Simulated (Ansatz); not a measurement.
Functionals compared on the (311) surface of bcc Na in its 1x1 cell, outermost plane spacing 0.63 Å in the ideal cut, in Ansatz (plane waves, PAW). The structure was relaxed with PBE; the other rows are single points on it, each with its references at the same level. Cutoff 420 eV (500 eV for r2SCAN).

Set-up: 17 atoms, 10.1 Å thick at the start (thin: gaps and levels are the slab's own); mesh 7x4x1; 0.1 eV smearing; dipole correction on; all atoms relaxed; held to the part of the start's symmetry that mesh and held atoms allow; no spin, no spin-orbit, no U. These notes are the PBE run's.

| functional | surface energy (J/m²) | work function of the top face (eV) | rough cost of the single point |
|---|---|---|---|
| PBE | 0.24 | 2.65 | – |
| LDA | 0.28 | 2.77 | very roughly 2.4 core-minutes |
| PBEsol | 0.26 | 2.66 | around 2.6 core-minutes (rough) |
| RPBE | 0.21 | 2.58 | about 2.7 core-minutes (a rough figure) |
| r2SCAN | 0.27 | 2.65 | roughly 6 core-minutes |

Ansatz is a first-principles code.
